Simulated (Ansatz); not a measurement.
Take MoS2 (space group R3m, No. 160; layered, stacked along the Cartesian z axis) as the base.

```yaml
crystal:
  lattice:
    - [1.58761, 0.91661, 6.19494]
    - [-1.58761, 0.91661, 6.19494]
    - [0.00000, -1.83321, 6.19494]
  atoms:
    - { symbol: Mo, position: [0.00000, 0.00000, 0.00000] }
    - { symbol: S, position: [0.75030, 0.75030, 0.75030] }
    - { symbol: S, position: [0.58300, 0.58300, 0.58300] }
```

All numbers come from Ansatz (a first-principles code) r2SCAN+rVV10, no SOC.

Before the change:

The gap between the host's bands is 1.02 eV. The gap character comes out as indirect, T → k = (0.143, 0.476, -0.191) in the run's primitive reciprocal basis.

Now apply this change: 0.162 holes added to each cell, a density of 3.0×10^21 cm⁻³, with a uniform compensating background at fixed cell and a 300 K Fermi–Dirac width.

### Question
What happens to the gap between the host's bands, Fermi level from band edge and gap character?

### Answer
The gap between the host's bands decreases by 0.058 eV to 0.97 eV; the Fermi level relative to the doped band's edge (positive inside the band; to 0.05 eV) comes out as +0.80 eV; the gap character is still indirect, T → k = (0.143, 0.476, -0.191) in the run's primitive reciprocal basis.

Carriers are added with a uniform compensating background; total energy and stress of such cells depend on the potential's zero and are not compared; many-body gap narrowing is missing at this level. Semilocal Kohn–Sham gaps tend to fall short of experiment. Stability against distortions was not tested.
